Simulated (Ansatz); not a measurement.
Take HfO$_{2}$ (space group P4_2/nmc, No. 137; a = 3.605 Å, c = 5.265 Å) as the base.

Level of theory: PBE (Ansatz, a quantum-chemistry and plane-wave program), no spin-orbit coupling, earlier PAW set.

One change was made to it. Results:

The density grows by 0.387 g/cm³ (10.22 g/cm³ → 10.60 g/cm³); the band gap decreases by 0.02 eV, from 4.67 eV to 4.65 eV.

Question: Which of these changes matches the shifts?
A) pressure 7 GPa
B) pressure 100 GPa
C) pressure −1 GPa

Answer: A, pressure 7 GPa. For comparison, the density in the other runs: pressure 100 GPa gives 13.47 g/cm³; pressure −1 GPa gives 10.16 g/cm³.

With Hf present, leaving out spin-orbit coupling can change the band edges. Load acts through the strain it causes; cell and atoms are relaxed under it. Stability against distortions was not tested. No other phases were tried under pressure. Along this pressure series the structure jumps between pressure 50 GPa and pressure 75 GPa; cells beyond that are another form of it. This is not the structure that HfO2 has at room temperature and ambient pressure.
